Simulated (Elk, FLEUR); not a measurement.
An Elk input for a self-consistent single point of CuI (F-43m, 2 atoms in the cell) (DFT, PBE, all-electron FP-LAPW, Elk's shipped species files, LAPW+lo basis):

```
tasks
  0

xctype
  20

rgkmax
  8.0

gmaxvr
  14.0

nxoapwlo
  1

rmtscf
  0.93

swidth
  0.000367493

maxscl
  100

scale
  1.889726125

avec
    0.0000000000    3.0250000000    3.0250000000
    3.0250000000    0.0000000000    3.0250000000
    3.0250000000    3.0250000000    0.0000000000

atoms
  2
  'Cu.in'
  1
  0.0000000000  0.0000000000  0.0000000000    0.0 0.0 0.0
  'I.in'
  1
  0.2500000000  0.2500000000  0.2500000000    0.0 0.0 0.0

ngridk
  5 5 5
```

Give the FLEUR input for the same structure, mesh, smearing and functional.

This is the input that was run; spellings and numerical settings could be chosen otherwise.

Input of the input generator:

```
scf CuI
&input film=f /
-0.0000000000 0.7071067812 0.7071067812
0.7071067812 -0.0000000000 0.7071067812
0.7071067812 0.7071067812 0.0000000000
8.0842408517
1.0 1.0 1.0

2
29 0.0000000000 0.0000000000 0.0000000000
53 0.2500000000 0.2500000000 0.2500000000

&comp jspins=1 /
&kpt div1=5 div2=5 div3=5 /
&end /
```

```xml
<?xml version="1.0" encoding="UTF-8" standalone="no"?>
<fleurInput fleurInputVersion="0.39">
   <comment>
      scf CuI                                                                                             
   </comment>
   <calculationSetup>
      <cutoffs Kmax="4.3" Gmax="17.2" GmaxXC="17.2" numbands="0"/>
      <scfLoop itmax="60" minDistance="0.00001" maxIterBroyd="99" imix="Anderson" alpha="0.05" precondParam="0.0" spinf="2.0"/>
      <coreElectrons ctail="T" frcor="F" kcrel="0" coretail_lmax="0"/>
      <xcFunctional name="pbe" relativisticCorrections="F"/>
      <magnetism jspins="1"/>
      <soc l_soc="F" theta="0.0" phi="0.0" spav="F"/>
      <expertModes spex="0" secvar="F"/>
      <geometryOptimization l_f="T" forcealpha="1.0" forcemix="BFGS" epsdisp="0.00001" epsforce="0.00001"/>
      <ldaU l_linMix="F" mixParam="0.05" spinf="1.0"/>
   </calculationSetup>
   <cell>
      <bzIntegration valenceElectrons="28.0" mode="hist" fermiSmearingEnergy="0.00036749">
         <kPointListSelection listName="default-1"/>
         <!-- k-points included here -->
         <xi:include xmlns:xi="http://www.w3.org/2001/XInclude" href="kpts.xml"> </xi:include>
      </bzIntegration>
      <!-- symmetry operations included here -->
      <xi:include xmlns:xi="http://www.w3.org/2001/XInclude" href="sym.xml"> </xi:include>
      <bulkLattice scale="1.0">
         <bravaisMatrix>
            <row-1>    0.0000000000000000     5.7164215270911338     5.7164215270911338</row-1>
            <row-2>    5.7164215270911338     0.0000000000000000     5.7164215270911338</row-2>
            <row-3>    5.7164215270911338     5.7164215270911338     0.0000000000000000</row-3>
         </bravaisMatrix>
      </bulkLattice>
   </cell>
   <atomSpecies>
      <species name="Copper (Cu)" element="Cu" atomicNumber="29">
         <mtSphere radius="2.31" gridPoints="797" logIncrement="0.015"/>
         <atomicCutoffs lmax="10" lnonsphr="8"/>
         <electronConfig flipSpins="F">
            <coreConfig>(1s1/2) (2s1/2) (2p1/2) (2p3/2) (3s1/2) (3p1/2) (3p3/2)</coreConfig>
            <valenceConfig>(4s1/2) (3d3/2) (3d5/2)</valenceConfig>
            <stateOccupation state="(4s1/2)" spinUp="0.5" spinDown="0.5"/>
         </electronConfig>
         <energyParameters s="4" p="4" d="3" f="4"/>
         <lo type="HELO" l="2" n="4" eDeriv="0"/>
      </species>
      <species name="Iodine (I)" element="I" atomicNumber="53">
         <mtSphere radius="2.31" gridPoints="797" logIncrement="0.016"/>
         <atomicCutoffs lmax="10" lnonsphr="8"/>
         <electronConfig flipSpins="F">
            <coreConfig>(1s1/2) (2s1/2) (2p1/2) (2p3/2) (3s1/2) (3p1/2) (3p3/2) (4s1/2) (3d3/2) (3d5/2) (4p1/2) (4p3/2)</coreConfig>
            <valenceConfig>(5s1/2) (4d3/2) (4d5/2) (5p1/2) (5p3/2)</valenceConfig>
            <stateOccupation state="(5p1/2)" spinUp="0.8333333333333" spinDown="0.8333333333333"/>
            <stateOccupation state="(5p3/2)" spinUp="1.6666666666667" spinDown="1.6666666666667"/>
         </electronConfig>
         <energyParameters s="5" p="5" d="5" f="4"/>
         <lo type="SCLO" l="2" n="4" eDeriv="0"/>
      </species>
   </atomSpecies>
   <atomGroups>
      <atomGroup species="Copper (Cu)">
         <relPos label="                   1">.0000000000 .0000000000 .0000000000</relPos>
         <force calculate="T" relaxXYZ="TTT"/>
      </atomGroup>
      <atomGroup species="Iodine (I)">
         <relPos label="                   2">1.000/4.000 1.000/4.000 1.000/4.000</relPos>
         <force calculate="T" relaxXYZ="TTT"/>
      </atomGroup>
   </atomGroups>
   <output dos="F" band="F" slice="F">
      <checks vchk="F" cdinf="F"/>
      <bandDOS minEnergy="-.5*Htr" maxEnergy="0.5*Htr" sigma="0.015" storeEVData="T"/>
      <vacuumDOS vacdos="F" integ="F" star="F" nstars="0" locx1="0.0" locy1="0.0" locx2="0.0" locy2="0.0" nstm="0" tworkf="0.0"/>
      <unfoldingBand unfoldBand="F" supercellX="1" supercellY="1" supercellZ="1"/>
      <plotting iplot="0" polar="F">
         <plot TwoD="T" vec1="  1.0  0.0  0.0" vec2="  0.0  1.0  0.0" vec3="  0.0  0.0  1.0" zero="  0.0  0.0  0.0" file="plot"/>
      </plotting>
      <chargeDensitySlicing numkpt="0" minEigenval="0.0" maxEigenval="0.0" nnne="0" pallst="F"/>
      <specialOutput eonly="F"/>
      <magneticCircularDichroism mcd="F" energyLo="-10.0" energyUp="0.0"/>
   </output>
  <!-- We include the file relax.xml here to enable relaxations (see documentation) -->
  <xi:include xmlns:xi="http://www.w3.org/2001/XInclude" href="relax.xml"> <xi:fallback/> </xi:include>
</fleurInput>
```

Basis settings and potentials, where a program has them, do not carry over. This input uses DFT, PBE, all-electron FLAPW (FLEUR), scalar-relativistic valence. Both were run: gap on the mesh 1.122 eV in Elk and 1.152 in FLEUR.

On FLEUR: the starting cell has typed, rounded lattice constants, without a prior relaxation at this level. Spin-orbit coupling is off. Values depend on the basis (sphere radii, cutoffs, local orbitals), which need not be converged.

On Elk: the starting cell has typed, rounded lattice constants, without a prior relaxation at this level. Spin-orbit coupling is off. Values depend on the basis (sphere radii, cutoffs, local orbitals), which need not be converged.
